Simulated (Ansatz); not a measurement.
An Ansatz (a quantum-chemistry and plane-wave program) input (LDA (Ansatz), scalar-relativistic without spin-orbit coupling):

Ansatz 0.2 input:
```yaml
crystal:
  lattice:
    - [4.1743789175, 0, 0]
    - [0, 4.1743789175, 0]
    - [2.0871894588, -2.0871894588, 2.9078940412]
  atoms:
    - { symbol: Pb, position: [0, 0, 0] }
    - { symbol: S, position: [0.5, 0.5, 0] }
basis: { ecutwfc: 420, ecutrho_ratio: 4, xc_grid: 2, fft_grid_basis: typed }
kpoints: { mp_grid: { grid: [10, 10, 10] } }
hamiltonian:
  xc: lda
  dispersion: none
  pseudopotentials: { kind: paw }
scf: { occupations: { method: fermi_dirac, width: 0.05 } }
relax: { f_tol: 0.005, max_steps: 50, cell: { stress_tol: 0.01, fix: [a, b, gamma] } }
output: { forces: true, stress: true }
checkpoint: { write: state.ck, write_every: 1000 }
```

Which symmetry and how many k-points will the program report, and about how many plane waves at Γ?

Space group I4/mmm (ITA 139) with 16 operations, k-points 102 of 1000, and 957 plane waves at Γ.

And the final pressure?

-1.09 GPa (compression positive).

The cells carry an imposed strain or load. Whether these cells are dynamically stable was not tested. The cell was made from PbS in the rock salt structure (space group Fm-3m, No. 225) by this change: biaxial strain +1.00 %, plane normal [001], relaxed out of plane.
